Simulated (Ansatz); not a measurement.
Here is the system:

```
BaMgTi2O6
1.0
    5.47927     0.00000     0.00000
    0.00000     5.47927     0.00000
    0.00000     0.00000     4.25829
Ti Mg Ba O
2 1 1 6
Direct
  0.50000   0.00000   0.55077
  0.00000   0.50000   0.55077
  0.00000   0.00000   0.78793
  0.50000   0.50000   0.07738
  0.50000   0.00000   0.14174
  0.00000   0.50000   0.14174
  0.75392   0.75392   0.63442
  0.24608   0.24608   0.63442
  0.75392   0.24608   0.63442
  0.24608   0.75392   0.63442
```

No spin polarisation.

Level of theory: PBEsol/PAW in Ansatz (a first-principles code), scalar-relativistic without spin-orbit coupling. k-mesh 6×6×8 (Γ-centred); smearing 0.05 eV (Fermi–Dirac).

Question: Predict the band gap.

Answer: 2.32 eV.

Question: What gap character (in this cell's own zone, which can be folded) does the calculation give?

Answer: Indirect, A → Γ.

Each cell is one ordered arrangement of few atoms, which overstates ordering effects compared with a random alloy. No phonon test of stability was made. All final runs are without spin polarisation. The cell was made from BaTiO3 by this change: x(Mg) = 0.5, 10 atoms, P4mm.
